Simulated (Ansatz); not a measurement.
## Worked example: self-consistent single point of La (P6_3/mmc, 4 atoms in the cell) in Ansatz

Computed with PBE (plane waves, PAW; Ansatz, an electronic-structure program).

Input as run:

Ansatz 0.2 input:
```yaml
# La
crystal:
  lattice:
    - [1.885000, -3.264916, 0.000000]
    - [1.885000, 3.264916, 0.000000]
    - [0.000000, 0.000000, 12.160000]
  atoms:
    - { symbol: La, position: [0.000000, 0.000000, 0.500000] }
    - { symbol: La, position: [0.000000, 0.000000, 0.000000] }
    - { symbol: La, position: [0.333333, 0.666667, 0.250000] }
    - { symbol: La, position: [0.666667, 0.333333, 0.750000] }
kpoints:
  mp_grid: { grid: [7, 7, 2] }
hamiltonian:
  xc: pbe
  pseudopotentials: { kind: paw }
scf:
  occupations: { method: fermi_dirac, width: 0.0073 Ry }
output:
  forces: true
  eigenvalues: true
  stress: true
```

Output, abridged:

```
WARN the atoms were moved onto the symmetric positions of the space group found under crystal.symmetry.tolerance 1.0e-5 (fractional …
WARN basis.ecutwfc = 420 eV, the default
WARN ansatz: RAYON_NUM_THREADS=1 ignored (pool sized by the plan → 1); use --threads N
Pseudopotentials: kind: paw
Pseudopotential: La, paw, valence charge 11
Crystal: 4 atoms, lattice volume = 149.674 Å³
Basis set: ecut = 420 eV, 2933 PW (Γ), exchange–correlation on 54×54×180 points (8 copies of the dense FFT grid, shifted against one another)
Bands: 27, of which v1, the nominal top of the filled ones, is band 22 counted from 1 (21 counted from 0)
Symmetry: 24 space group operations
Space group: P63/mmc (ITA 194), of the structure as read, at distance tolerance 5.3e-5 Å
k-points: 16 of 98
Initial density: superposition of atomic densities (neutral atoms: chi_scale 0, normalization atom), corrected by the library's trained network
Initial wavefunctions: pseudopotential atomic-orbital guess
Eigensolver: davidson
Functional: x = pbe(κ = 0.804, μ = 0.2195149727645171), c = pbe(β = 0.06672455060314922)
SCF iter   1: F=—  HF=-25000.517358 eV  |F-HF|=—  |Δ(HF+E_count)|=         —  Δρ=3.04e-3  dr2=1.28e-2  ethr=1.77e-3  ⟨swp⟩=6.8  Hψ=2242  notcnv=0
all-band conjugate gradients solve this SCF's bands
preconditioner: auto → Kerker (q_TF=auto, 2.225 Å⁻¹)
SCF iter   2: F=—  HF=-25000.517857 eV  |F-HF|=—  |Δ(HF+E_count)|=   4.99e-4  Δρ=1.89e-3  dr2=5.55e-3  ethr=2.92e-5  ⟨swp⟩=2.2  Hψ=889  notcnv=0
SCF iter   3: F=—  HF=-25000.519047 eV  |F-HF|=—  |Δ(HF+E_count)|=   1.19e-3  Δρ=3.28e-4  dr2=1.87e-4  ethr=1.26e-5  ⟨swp⟩=2.4  Hψ=790  notcnv=0
SCF iter   4: F=—  HF=-25000.519036 eV  |F-HF|=—  |Δ(HF+E_count)|=   1.07e-5  Δρ=9.79e-5  dr2=1.37e-5  ethr=4.26e-7  ⟨swp⟩=2.4  Hψ=782  notcnv=0
SCF iter   5: F=—  HF=-25000.519083 eV  |F-HF|=—  |Δ(HF+E_count)|=   4.67e-5  Δρ=2.85e-5  dr2=1.67e-6  ethr=3.12e-8  ⟨swp⟩=2.4  Hψ=672  notcnv=0
SCF iter   6: F=—  HF=-25000.519083 eV  |F-HF|=—  |Δ(HF+E_count)|=   3.92e-7  Δρ=1.04e-5  dr2=2.00e-7  ethr=3.79e-9  ⟨swp⟩=2.4  Hψ=715  notcnv=0
SCF iter   7: F=-25000.519083 eV  HF=-25000.519083 eV  |F-HF|=2.40e-10  |Δ(HF+E_count)|=   7.28e-9  Δρ=2.99e-6  dr2=1.38e-8  ethr=2.27e-10  ⟨swp⟩=10.4  Hψ=2172  notcnv=0
SCF 1 converged in 7 iterations: F = -25000.519083 eV  dr2 = 1.38e-8
SCF converged after 7 iterations
Free energy (F): -25000.519083 eV
Harris-Foulkes:  -25000.519083 eV  (|F-HF|=2.40e-10)
Internal energy: -25000.325791 eV  (E = F + TS)
E sigma→0 (E₀):  -25000.422437 eV
Entropy (-TS):   -0.193292 eV (-48.323 meV/atom)
Fermi energy:    10.927566 eV
--- Per-component energies (eV) ---
  E_band       = -185.672041
  E_kinetic    = 770.988283
  E_local      = -1347.123865  (includes V_loc(G=0)·N_el)
  E_nonlocal   = 378.560813
  E_hartree    = 426.184919
  E_xc         = -556.641585
  E_vxc        = -589.387758  (∫ρ·V_xc dr)
  E_paw        = -21663.272235  (= ΣΔE_a)
  E_vpaw       = -251.076834  (= ΣTr[D̂ρ^β])
  E_aug_tail   = -0.000001  (compensation charges beyond the density's cutoff)
  E_ewald      = -3009.022121
  E_smearing   = -0.193292  (= −TS)
  E_closure    = -0.000000  (closes the sum)
  Σ components = -25000.519083   (vs F -25000.519083, Δ=0.00e0)
--- Forces (eV/Å), atoms counted from 1 ---
  atom   1  La     0.00000000     0.00000000     0.00000000
   [... zero for the other atoms too ...]
  max |Σ_I F_I| component: 9.25e-18 eV/Å
--- Stress (GPa, compression-positive) ---
       -0.322939       0.000000       0.000000
        0.000000      -0.322939       0.000000
        0.000000       0.000000      -0.026536
  P = ⅓ Tr σ = -0.2241 GPa (-2.241 kbar)
  The stress holds the Pulay correction. Without it, at fixed plane waves, as pw.x and ABINIT print it: P = -0.2277 GPa
--- Band table (eV; the first three rows and the last of 16) ---
  k-point 0: bands = ["-21.9326", "-21.8374", "-21.8315", "-21.7331", "-6.2841", "-5.6372", "-5.6305", "-5.1025", "-5.1025", "-5.0117", "-5.0117", "-5.0107", "-5.0107", "-4.9174", "-4.9174", "-4.8947", "7.7239", "9.0463", "9.0464", "9.1967", [...]
  k-point 1: bands = ["-21.9042", "-21.9042", "-21.7631", "-21.7631", "-6.1009", "-6.1009", "-5.1228", "-5.1228", "-5.0760", "-5.0760", "-5.0760", "-5.0760", "-4.9451", "-4.9451", "-4.9451", "-4.9451", "8.1760", "8.1760", "9.2621", "9.2621", [...]
  k-point 2: bands = ["-21.9019", "-21.8149", "-21.8089", "-21.7193", "-6.2021", "-5.6731", "-5.6692", "-5.2994", "-5.1700", "-5.1660", "-5.1441", "-5.1043", "-5.0573", "-5.0565", "-4.9443", "-4.9289", "8.2345", "9.4761", "9.4891", "9.6669", [...]
  k-point 15: bands = ["-21.7156", "-21.7156", "-21.6886", "-21.6886", "-5.9936", "-5.9936", "-5.9461", "-5.9461", "-5.6719", "-5.6719", "-5.5654", "-5.5654", "-5.3168", "-5.3168", "-5.1761", "-5.1761", "9.8799", "9.8799", "10.4181", "10.4181", [...]
```

The run converged in 7 iterations.

The starting cell has typed, rounded lattice constants, without a prior relaxation at this level. Ansatz's pressure includes its estimate of the finite-basis (Pulay) stress.
